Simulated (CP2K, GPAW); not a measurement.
A GPAW input for a self-consistent single point of LiAg3 (P1, 4 atoms in the cell) (DFT PBEsol, plane waves, GPAW PAW datasets PBEsol (made by gpaw-setup)):

```python
from ase import Atoms
from ase.units import GPa
from gpaw import GPAW, PW, FermiDirac

atoms = Atoms(['Li', 'Ag', 'Ag', 'Ag'],
              cell=[[4.033399, 0.000000, 0.000000],
                    [0.000000, 4.033399, 0.000000],
                    [0.000000, 0.000000, 4.033399]],
              positions=[[0.076856, 0.007877, -0.005780],
                         [-0.055040, 2.046728, 1.979471],
                         [2.013630, -0.016517, 2.023121],
                         [1.997952, 1.995306, 0.036587]],
              pbc=True)

calc = GPAW(mode=PW(600),
            xc='PBEsol',
            kpts={'size': (8, 8, 8), 'gamma': True},
            occupations=FermiDirac(0.05),
            nbands=-8,
            symmetry={'symmorphic': False, 'tolerance': 0.0005},
            maxiter=100,
            txt='-')

atoms.calc = calc

energy = atoms.get_potential_energy()
print('Energy (eV):', round(energy, 6))
forces = atoms.get_forces()
print('Forces (eV/Ang):')
print(forces.round(5))
stress = atoms.get_stress()
print('Stress (GPa, Voigt):', (stress / GPa).round(4))
```

Question: Translate this input to CP2K.

Answer: This is the input that was run; spellings and numerical settings could be chosen otherwise.

```
&GLOBAL
  PROJECT bulk
  RUN_TYPE ENERGY_FORCE
  PRINT_LEVEL MEDIUM
&END GLOBAL
&FORCE_EVAL
  METHOD Quickstep
  STRESS_TENSOR ANALYTICAL
  &DFT
    BASIS_SET_FILE_NAME BASIS_MOLOPT_UZH
    POTENTIAL_FILE_NAME POTENTIAL_UZH
    &QS
      METHOD GPW
      EPS_DEFAULT 1E-10
    &END QS
    &MGRID
      CUTOFF 500
      REL_CUTOFF 40
      NGRIDS 5
    &END MGRID
    &SCF
      SCF_GUESS ATOMIC
      EPS_SCF 1E-6
      MAX_SCF 100
      ADDED_MOS 7
      &DIAGONALIZATION
        ALGORITHM STANDARD
      &END DIAGONALIZATION
      &MIXING
        METHOD BROYDEN_MIXING
        ALPHA 0.2
        NBUFFER 10
        BETA 1
      &END MIXING
      &SMEAR ON
        METHOD FERMI_DIRAC
        ELECTRONIC_TEMPERATURE [K] 580.23
      &END SMEAR
    &END SCF
    &KPOINTS
      SCHEME MONKHORST-PACK 8 8 8
      GAMMA_CENTERED T
    &END KPOINTS
    &XC
      &XC_FUNCTIONAL
        &PBE
          PARAMETRIZATION PBESOL
        &END PBE
      &END XC_FUNCTIONAL
    &END XC
    &PRINT
      &MO
        EIGENVALUES T
        OCCUPATION_NUMBERS T
        NDIGITS 8
        FILENAME mo
        &EACH
          QS_SCF 0
        &END EACH
        ADD_LAST NUMERIC
      &END MO
      &MULLIKEN ON
      &END MULLIKEN
    &END PRINT
  &END DFT
  &SUBSYS
    &CELL
      A 4.03339900 0.00000000 0.00000000
      B 0.00000000 4.03339900 0.00000000
      C 0.00000000 0.00000000 4.03339900
      PERIODIC XYZ
    &END CELL
    &COORD
      SCALED
      Li       0.01905500     0.00195300    -0.00143300
      Ag      -0.01364600     0.50744500     0.49077000
      Ag       0.49923900    -0.00409500     0.50159200
      Ag       0.49535200     0.49469600     0.00907100
    &END COORD
    &KIND Li
      BASIS_SET DZVP-MOLOPT-PBE-GTH-q3
      POTENTIAL GTH-PBE-q3
    &END KIND
    &KIND Ag
      BASIS_SET DZVP-MOLOPT-PBE-GTH-q11
      POTENTIAL GTH-PBE-q11
    &END KIND
  &END SUBSYS
  &PRINT
    &FORCES ON
    &END FORCES
    &STRESS_TENSOR ON
    &END STRESS_TENSOR
  &END PRINT
&END FORCE_EVAL
```

Basis, cutoffs, solver keys and any potentials are the target program's own. This input uses DFT PBEsol, GPW, DZVP-MOLOPT-PBE-GTH basis, GTH-PBE potentials (POTENTIAL_UZH).

The starting cell comes from a database of computed structures (which also holds hypothetical and non-ambient phases and stackings), without a prior relaxation at this level. Its lattice was rescaled by a random factor within 2.5 % of one. For this run, on top of that: atoms moved at random.
